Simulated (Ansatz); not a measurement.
Start from BN in the zinc blende structure (space group F-43m, No. 216; a = 3.5805 Å). Axes: x, y, z lie along the cube axes.

All numbers come from Ansatz (a first-principles code), LDA, PAW, cutoff 420 eV, no spin-orbit coupling.

Base values:

The electron mass is 0.90 mₑ along k, 0.30 mₑ across (at X) and the valley order is X along ⟨100⟩ 4.39 eV.

The change: the cell is stretched by 2.00 % along z with no lateral relaxation; the atoms relax in the strained cell.

Task: Estimate the effect on the stress.

Result: The stress (xx, yy, zz, yz, xz, xy; compression positive) comes out as (-3.48, -3.48, -16.11, 0.00, 0.00, 0.00) GPa.

Task: How does this affect the electron mass?

Result: The electron mass changes from 0.90 mₑ along k, 0.30 mₑ across (at X) to 0.89 mₑ along k, 0.30 mₑ across (at X).

Task: What does the calculation give for the valley order after the change?

Result: The valley order (the lowest conduction-band minima on the path, energy above the VBM, named in the base's zone) changes from X along ⟨100⟩ 4.39 eV to X along [010] 4.19 eV; X along [001] 4.54 eV.

The levels and masses belong to the bands next to the band gap. Masses are band curvatures over ±0.01 Å⁻¹ around the edge. Along k means along the line from Γ to the band edge. Stability against distortions was not tested.
